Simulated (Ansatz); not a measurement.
CsCl-type RuAl, treated with LDA in Ansatz (plane waves, PAW).

Numerical settings: plane-wave cutoff 520 eV, 16×16×16 k mesh, Fermi–Dirac smearing 0.1 eV, perturbation theory, no spin polarisation, scalar-relativistic PAW data made under PBE.

Computed at the level's own relaxed cell.

```cif
data_AlRu
_chemical_formula_sum 'Al1 Ru1'
_space_group_name_H-M_alt 'P 1'
_space_group_IT_number 1
_cell_length_a 2.95360
_cell_length_b 2.95360
_cell_length_c 2.95360
_cell_angle_alpha 90.000
_cell_angle_beta 90.000
_cell_angle_gamma 90.000
loop_
_space_group_symop_operation_xyz
  'x, y, z'
loop_
_atom_site_label
_atom_site_type_symbol
_atom_site_fract_x
_atom_site_fract_y
_atom_site_fract_z
_atom_site_occupancy
Al1 Al 0.50000 0.50000 0.50000 1
Ru1 Ru 0.00000 0.00000 0.00000 1
```

Harmonic phonon frequencies (cm⁻¹; i marks an imaginary mode):

```csv
q point,frequencies
Γ,…
X,166 166 219 297 297 345
M,109 109 195 286 367 367
R,189 189 189 348 348 348
```

Problem. What belongs in the gaps?

Solution. 
- Γ, frequencies: 0 0 0 325 325 325

No imaginary mode appears at these points.

Ansatz is a program for electronic structure.
